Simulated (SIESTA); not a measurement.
# SIESTA run on Ca2Si3Ni (P-6m2, 6 atoms in the cell): self-consistent single point

Method: LDA PW92, numerical atomic orbitals DZP, PseudoDojo LDA standard norm-conserving potentials (rewritten from UPF to PSML) run with SIESTA.

This input was run:

```
# files in the folder: Ca.psml Si.psml Ni.psml (PseudoDojo LDA standard)
SystemName  Ca2Si3Ni
SystemLabel Ca2Si3Ni

NumberOfAtoms                6
NumberOfSpecies              3
%block ChemicalSpeciesLabel
  1 20 Ca
  2 14 Si
  3 28 Ni
%endblock ChemicalSpeciesLabel
LatticeConstant              1.0 Ang
%block LatticeVectors
     3.960897000    0.000000000    0.000000000
    -1.980448000    3.430237000    0.000000000
     0.000000000    0.000000000    8.710323000
%endblock LatticeVectors
AtomicCoordinatesFormat      Ang
%block AtomicCoordinatesAndAtomicSpecies
    -0.000001647    2.286825810    2.049626105  1
    -0.000001647    2.286825810    6.660696895  1
     1.980450647    1.143411190    4.355161500  2
     0.000000000    0.000000000    0.000000000  2
     0.000000000    0.000000000    4.355161500  2
     1.980450647    1.143411190    0.000000000  3
%endblock AtomicCoordinatesAndAtomicSpecies

XC.functional                LDA
XC.authors                   PW92
PAO.BasisSize                DZP
PAO.EnergyShift              0.01 Ry
MeshCutoff                   300 Ry
%block kgrid.MonkhorstPack
    7   0   0  0.0
    0   7   0  0.0
    0   0   3  0.0
%endblock kgrid.MonkhorstPack
OccupationFunction           MP
OccupationMPOrder            0
ElectronicTemperature        0.05 eV

MaxSCFIterations             150
SCF.Mixer.Method             Pulay
SCF.Mixer.Weight             0.1
SCF.Mixer.History            8
SCF.DM.Tolerance             1.0E-05
Diag.ParallelOverK           true
WriteForces                  true
Charge.Mulliken              end
```

The program printed (abridged):

```
reinit: Reading from file input.fdf

reinit: System Name: Ca2Si3Ni
reinit: System Label: Ca2Si3Ni

coor:   Atomic-coordinates input format  =     Cartesian coordinates
coor:                                          (in Angstroms)

siesta: Atomic coordinates (Bohr) and species
siesta:     -0.00000   4.32147   3.87323  1        1
siesta:     -0.00000   4.32147  12.58689  1        2
siesta:      3.74251   2.16073   8.23006  2        3
siesta:      0.00000   0.00000   0.00000  2        4
siesta:      0.00000   0.00000   8.23006  2        5
siesta:      3.74251   2.16073   0.00000  3        6

siesta: System type = bulk

initatomlists: Number of atoms, orbitals, and projectors:      6    76   108

siesta: ******************** Simulation parameters ****************************
redata: Spin configuration                          = none
redata: Time-Reversal Symmetry                      = T
redata: Number of Atomic Species                    =        3
redata: Mesh Cutoff                                 =   300.0000 Ry
redata: Net charge of the system                    =     0.0000 |e|
redata: Min. number of SCF Iter                     =        0
redata: Max. number of SCF Iter                     =      150
redata: SCF convergence failure will abort job
redata: SCF mix quantity                            = Hamiltonian
redata: Mix DM or H after convergence               =   F
redata: Recompute H after scf cycle                 =   F
redata: Mix DM in first SCF step                    =   T
redata: No kicks to SCF
redata: DM Mixing Weight for Kicks                  =     0.5000
redata: Require Harris convergence for SCF          =   F
redata: Harris energy tolerance for SCF             =     0.000100 eV
redata: Require DM convergence for SCF              =   T
redata: DM tolerance for SCF                        =     0.000010
redata: Require EDM convergence for SCF             =   F
   [... lines left out ...]
diag: Used triangular part                          = Lower
diag: Absolute tolerance                            =  0.100E-15
diag: Orthogonalization factor                      =  0.100E-05
diag: Memory factor                                 =  1.0000

superc: Internal auxiliary supercell:     7 x     7 x     3  =     147
superc: Number of atoms, orbitals, and projectors:    882  11172  15876

                        Single-point calculation

superc: Internal auxiliary supercell:     7 x     7 x     3  =     147
superc: Number of atoms, orbitals, and projectors:    882  11172  15876

outcell: Unit cell vectors (Ang):
        3.960897    0.000000    0.000000
       -1.980448    3.430237    0.000000
        0.000000    0.000000    8.710323

outcell: Cell vector modules (Ang)   :    3.960897    3.960896    8.710323
outcell: Cell angles (23,13,12) (deg):     90.0000     90.0000    120.0000
outcell: Cell volume (Ang**3)        :    118.3456
new_DM -- step:     1
Initializing Density Matrix...

Attempting to read DM from file... Failed...
DM filled with atomic data:

InitMesh: MESH = 36 x 36 x 96 = 124416
InitMesh: Mesh cutoff (required, used) =   300.000   304.410 Ry

stepf: Methfessel-Paxton step function
       Using Hermite-Gauss polynomials of order  0
        iscf     Eharris(eV)        E_KS(eV)     FreeEng(eV)     dDmax    Ef(eV) dHmax(eV)
   scf:    1    -6816.385787    -6952.440652    -6952.452309  2.047015 -3.638032 57.388267
   scf:    2    -6893.060012    -6988.091729    -6988.094912  1.434075 -5.008841 28.264275
   scf:    3    -7018.707847    -7006.679646    -7006.685488  0.523120 -4.626985 11.414717
   scf:    4    -7002.161624    -7009.733519    -7009.736868  0.358941 -4.378871  9.301000
   scf:    5    -7001.805734    -7006.219702    -7006.227975  0.051102 -4.351781 15.787800
   scf:    6    -7012.604725    -7009.925745    -7009.928166  0.081828 -4.260913  8.244633
   [... 14 lines left out ...]
   scf:   21    -7011.630819    -7011.630835    -7011.635570  0.000380 -4.377510  0.001235
   scf:   22    -7011.630839    -7011.630837    -7011.635570  0.000062 -4.377584  0.002511
   scf:   23    -7011.630828    -7011.630833    -7011.635570  0.000111 -4.377454  0.000238
   scf:   24    -7011.630831    -7011.630832    -7011.635570  0.000022 -4.377436  0.000244
   scf:   25    -7011.630832    -7011.630832    -7011.635570  0.000003 -4.377435  0.000249
SCF Convergence by DM+H criterion
max |DM_out - DM_in|         :     0.0000025275
max |H_out - H_in|      (eV) :     0.0002491163
SCF cycle converged after 25 iterations

Using DM_out to compute the final energy and forces

siesta: E_KS(eV) =            -7011.6308

siesta: E_KS - E_eggbox =     -7011.6308

siesta: Atomic forces (eV/Ang):
     1    0.000012   -0.000007   -0.003732
     2    0.000012   -0.000007    0.003732
     3   -0.000030    0.000015    0.000000
     4    0.000006   -0.000004   -0.000000
     5    0.000029   -0.000014    0.000000
     6   -0.000069    0.000039   -0.000000
   Tot   -0.000041    0.000022   -0.000000
   Max    0.003732
   Res    0.001244    sqrt( Sum f_i^2 / 3N )
   Max    0.003732    constrained

Stress tensor Voigt[x,y,z,yz,xz,xy] (kbar):      -21.01      -21.01      -59.48        0.00        0.00        0.00
(Free)E + p*V (eV/cell)    -7009.1365
Target enthalpy (eV/cell)    -7011.6356

siesta: Program's energy decomposition (eV):
siesta: Ebs     =     -1350.640050
siesta: Eions   =      9753.023679
siesta: Ena     =      1288.716731
siesta: Ekin    =      2990.322229
siesta: Enl     =      -501.412821
siesta: Eso     =         0.000000
siesta: Edftu   =         0.000000
siesta: DEna    =        60.578049
siesta: DUscf   =         1.525093
siesta: DUext   =         0.000000
siesta: Ex      =      -997.431622
siesta: Ec      =      -100.904812
siesta: Exc     =     -1098.336434
siesta: Eharris =     -7011.630832
siesta: Etot    =     -7011.630832
siesta: FreeEng =     -7011.635570

siesta: Stress tensor (static) (eV/Ang**3):
siesta:    -0.013114    0.000000    0.000000
siesta:     0.000000   -0.013114    0.000000
siesta:     0.000000    0.000000   -0.037122

siesta: Cell volume =        118.345551 Ang**3

siesta: Pressure (static):
siesta:                Solid            Molecule  Units
siesta:           0.00022999          0.00022947  Ry/Bohr**3
siesta:           0.02111668          0.02106867  eV/Ang**3
siesta:          33.83265055         33.75572281  kBar

mulliken: Atomic and Orbital Populations:

Species: Ca
Atom  Qatom  Qorb
   [... lines left out ...]
              0.313
   2  9.343   1.975   0.529   0.014   2.000   1.998   2.000   0.313   0.201
              0.313

Species: Si
Atom  Qatom  Qorb
               3s      3s      3py     3pz     3px     3py     3pz     3px
               3Pdxy   3Pdyz   3Pdz2   3Pdxz   3Pdx2-y2
   3  4.261   0.923   0.253   0.474   1.252   0.474   0.243  -0.131   0.243
              0.136   0.096   0.064   0.096   0.136
   4  4.840   1.089   0.175   1.164   1.152   1.164  -0.112  -0.176  -0.112
              0.125   0.096   0.053   0.096   0.125
   5  4.347   0.942   0.239   0.522   1.392   0.522   0.209  -0.211   0.209
              0.136   0.096   0.061   0.096   0.136

Species: Ni
Atom  Qatom  Qorb
               3s      4s      4s      3py     3pz     3px     4py     4pz
               4px     3dxy    3dyz    3dz2    3dxz    3dx2-y2 3dxy    3dyz
               3dz2    3dxz    3dx2-y2
   6 17.867   1.973   0.687  -0.230   2.013   2.011   2.013   0.338   0.216
              0.338   1.780   1.898   1.904   1.898   1.780  -0.117  -0.184

             -0.150  -0.184  -0.117

mulliken: Qtot =       50.000

Mulliken Atomic Populations:
Atom #   charge [q] valence [e]  Species
     1     0.656851    9.343149  Ca
     2     0.656851    9.343149  Ca
     3    -0.260636    4.260636  Si
     4    -0.839513    4.839513  Si
     5    -0.346918    4.346918  Si
     6     0.133365   17.866635  Ni
 Total    -0.000000
```

The run converged in 25 iterations.

The starting cell comes from a database of computed structures (which also holds hypothetical and non-ambient phases and stackings), without a prior relaxation at this level. Its lattice was rescaled by a random factor within 2.5 % of one. Spin polarisation is off. Values carry the incompleteness of an atom-centred basis. With a pressure of about 3 GPa the cell is away from its equilibrium volume at this level.

Cost on one core of a shared machine: roughly 40 s.
